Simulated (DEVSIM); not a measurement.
System: Schottky contact on n-type β-Ga2O3, at 300 K.

```tsv
layer (left to right)	material	thickness (μm)	Nd (cm⁻³)	τn (s)	τp (s)
1	β-Ga2O3	8.90	1.2e16	1.3e-9	1.3e-9
```

Left contact: Schottky, work function 5.28 eV, emission velocity 3.8e6 cm/s. Right contact: ohmic. Voltage is applied to the left contact. Recombination: SRH at mid-gap. Mobility is constant in doping. Where it depends on doping, it is μmin + (μ − μmin)/(1 + (N/Nref)^α).

The device is made up for the run: typed textbook-type constants, with dimensions and the other settings drawn at random. Values at 300 K; Nc and Nv go as T^1.5, mobilities as T to minus their exponent, the gap by Varshni's rule with the affinity fixed. The table also holds parameters that only a changed run uses.

| parameter | β-Ga2O3 |
|---|---|
| gap (eV) | 4.8 |
| affinity (eV) | 4 |
| permittivity | 10 |
| Nc (cm⁻³) | 3.7e18 |
| Nv (cm⁻³) | 5e20 |
| μn (cm²/Vs) | 160 |
| μp (cm²/Vs) | 1 |
| μn,min | 20 |
| μp,min | 0.1 |
| Nref,n | 1e18 |
| Nref,p | 1e18 |
| αn | 0.8 |
| αp | 0.8 |
| T exponent of μn | 1.8 |
| T exponent of μp | 1.5 |
| Cn (cm⁶/s) | 1e-31 |
| Cp (cm⁶/s) | 1e-31 |
| Varshni α (eV/K) | 0.0004 |
| Varshni β (K) | 600 |

DEVSIM, 1D drift-diffusion, Boltzmann statistics, complete ionisation; no tunnelling, impact ionisation, image-force lowering or self-heating. Metal contacts follow the ideal Schottky-Mott rule: no Fermi-level pinning, no interface dipoles.

Base results: potential step across the device at zero bias (V) 1.132; largest field in the device at zero bias (V/cm) 69000; dark forward voltage at 1 A/cm² (V) 0.923.

Q: What follows from this one change: metal work function 5.28 → 5.18 eV?

A: potential step across the device at zero bias 1.132 → 1.032 V; largest field in the device at zero bias little changed (66000 V/cm); dark forward voltage at 1 A/cm² 0.923 → 0.823 V.

Q: What follows from this one change: temperature 300 → 500 K?

A: potential step across the device at zero bias 1.132 → 1.000 V; largest field in the device at zero bias little changed (64000 V/cm); dark forward voltage at 1 A/cm² 0.923 → 0.670 V.

Q: What follows from this one change: metal work function 5.28 → 5.13 eV?

A: potential step across the device at zero bias 1.132 → 0.982 V; largest field in the device at zero bias 69000 → 64000 V/cm; dark forward voltage at 1 A/cm² 0.923 → 0.773 V.

Q: What follows from this one change: thickness of layer 1 8.9 → 44 μm?

A: potential step across the device at zero bias little changed (1.132 V); largest field in the device at zero bias little changed (69000 V/cm); dark forward voltage at 1 A/cm² 0.923 → 0.935 V.

Q: What follows from this one change: doping Nd of layer 1 1.2e+16 → 3.6e+14 cm^-3?

A: potential step across the device at zero bias 1.132 → 1.041 V; largest field in the device at zero bias 69000 → 11000 V/cm; dark forward voltage at 1 A/cm² 0.923 → 1.062 V.
